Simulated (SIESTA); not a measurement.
# Short convergence ladders for a (100) slab of CrO2 (cut from a parent of space group no. 136; 6 atoms in the cell)

```
CrO2
1.0
    4.44210     0.00000     0.00000
    0.00000     2.93460     0.00000
    0.00000     0.00000    17.97130
Cr O
2 4
Direct
  0.00000   0.00000   0.56180
  0.50000   0.50000   0.43820
  0.30300   0.00000   0.38951
  0.19700   0.50000   0.51310
  0.80300   0.50000   0.61049
  0.69700   0.00000   0.48690
```
Moments meant for the start (each program seeds them in its own way; μB, in the order of the atoms Cr Cr O O O O): 3.0 3.0 0.0 0.0 0.0 0.0.

Base method: SIESTA with GGA PBEsol, numerical atomic orbitals DZP, PseudoDojo PBEsol standard norm-conserving potentials (rewritten from UPF to PSML).

Base settings: XC.functional = GGA; XC.authors = PBEsol; potentials = PseudoDojo PBEsol standard; PAO.BasisSize = DZP; PAO.EnergyShift = 0.005 Ry; MeshCutoff = 400 Ry; kgrid.MonkhorstPack = 4 5 1; OccupationFunction = FD; ElectronicTemperature = 100 meV; Spin = polarized.

Core times come from one kind of shared machine, to one figure; runs under 30 s give none.

**The vacuum**

The mesh stays at the base's, so the ladder's end is converged at best in this setting alone.

Only quantities that move along the ladder and can be compared are tabulated; forces are left out, as grid noise moves with the cell.

| vacuum between outermost atoms (Å) | free energy less the last step's (meV/atom) | core time / last (rough) |
|---|---|---|
| 3.0 | -24.63 | 1.0 |
| 5.0 | -0.84 | 1 |
| 7.0 | 0.00 | 1.0 |
| 10.0 | -0.01 | 0.9 |
| 14.0 | -0.01 | 1.0 |
| 30.0 | 0.00 | 1 |

Smallest vacuum between outermost atoms (Å) that holds the free energy within 0.5 meV/atom of the last step, with all finer ones: 7.0; the step before is off by 0.84 meV/atom.

**The k-point mesh**

Only quantities that move along the ladder and can be compared are tabulated.

```csv
kgrid.MonkhorstPack,free energy less the last step's (meV/atom),largest difference of a force vector from the last step's (eV/Å),core time / last (rough)
2 2 1,-31.92,0.640,0.4
3 4 1,1.08,0.141,0.5
4 5 1,-3.17,0.052,0.4
4 6 1,0.18,0.014,0.5
19 29 1,0.00,0.000,1
```

Coarsest kgrid.MonkhorstPack that holds the free energy within 1 meV/atom of the last step, with all finer ones: 4 6 1; the step before is off by 3.2 meV/atom.

Coarsest kgrid.MonkhorstPack that holds the forces within 0.02 eV/Å: not settled: the last two steps still differ by 0.014 eV/Å, over half the tolerance, so the ladder does not show it.

**The cutoff of the real-space grid**

The mesh stays at the base's, so the ladder's end is converged at best in this setting alone.

Only quantities that move along the ladder and can be compared are tabulated.

```csv
MeshCutoff,largest difference of a force vector from the last step's (eV/Å),core time / last (rough)
200 Ry (219 Ry used),0.011,0.2
240 Ry (277 Ry used),0.006,0.3
280 Ry (289 Ry used),0.010,0.3
400 Ry (408 Ry used),0.003,0.4
480 Ry (493 Ry used),0.004,0.5
800 Ry (802 Ry used),0.000,1
```

Coarsest MeshCutoff that holds the forces within 0.005 eV/Å: not settled: the last two steps still differ by 0.004 eV/Å, over half the tolerance, so the ladder does not show it.

On the base run: the starting cell has typed, rounded lattice constants, without a prior relaxation at this level. The slab is cut from that crystal, and its faces are unrelaxed. Its lattice was rescaled by up to half a per cent. The magnetic order is the one reached from the typed start; others were not searched systematically. Values carry the incompleteness of an atom-centred basis. In the base run, forces exceed 1 eV/Å. Without a gap this mesh is coarse (it stands for a supercell whose shortest in-plane vector is 15 Å).
